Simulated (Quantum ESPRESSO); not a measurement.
# How far to go with the k-point mesh at a smearing width of 0.3 eV: W (Im-3m, 1 atom in the cell)

```yaml
crystal:
  lattice:
    - [-1.57210, 1.57210, 1.57210]
    - [1.57210, -1.57210, 1.57210]
    - [1.57210, 1.57210, -1.57210]
  atoms:
    - { symbol: W, position: [0.00000, 0.00000, 0.00000] }
```

Level of theory: PBE, SSSP 1.1.2 efficiency (PBE) pseudopotentials (plane waves; Quantum ESPRESSO).

Base settings: ecutwfc = 40 Ry; ecutrho = 320 Ry; occupations = smearing; smearing = fd; degauss = 0.0073499 Ry; potentials = {W: W_pbe_v1.2.uspp.F.UPF}; K_POINTS = automatic 15 15 15 0 0 0; conv_thr = 1e-11 Ry.

In this ladder: degauss = 0.02205 Ry.

Only quantities that move along the ladder and can be compared are tabulated.

The count of work is k-points × plane waves × bands × iterations; it is no time. 

The starting cell has typed, rounded lattice constants, without a prior relaxation at this level. Its lattice was rescaled by up to half a per cent. Spin polarisation is off. In the base run, with a pressure of about 9 GPa the cell is away from its equilibrium volume at this level.

```tsv
K_POINTS	free energy less the last step's (meV/atom)	pressure (GPa)	count of work / last
automatic 5 5 5 0 0 0	-36.68	8.41	0.0086
automatic 6 6 6 0 0 0	-52.49	7.66	0.014
automatic 8 8 8 0 0 0	9.07	9.73	0.025
automatic 9 9 9 0 0 0	-13.66	8.81	0.030
automatic 11 11 11 0 0 0	6.72	9.56	0.048
automatic 13 13 13 0 0 0	-2.64	9.17	0.072
automatic 16 16 16 0 0 0	-0.83	9.24	0.13
automatic 19 19 19 0 0 0	-0.01	9.28	0.19
automatic 29 29 29 0 0 0	0.02	9.28	0.60
automatic 35 35 35 0 0 0	0.00	9.28	1.0
```

Coarsest K_POINTS that holds the pressure within 1 GPa of the last step, with all finer ones: automatic 8 8 8 0 0 0, at 0.025 of the last step's count of work; the step before is off by 1.6 GPa.

Coarsest K_POINTS that holds the free energy within 1 meV/atom of the last step, with all finer ones: automatic 16 16 16 0 0 0, at 0.13 of the last step's count of work; the step before is off by 2.6 meV/atom.
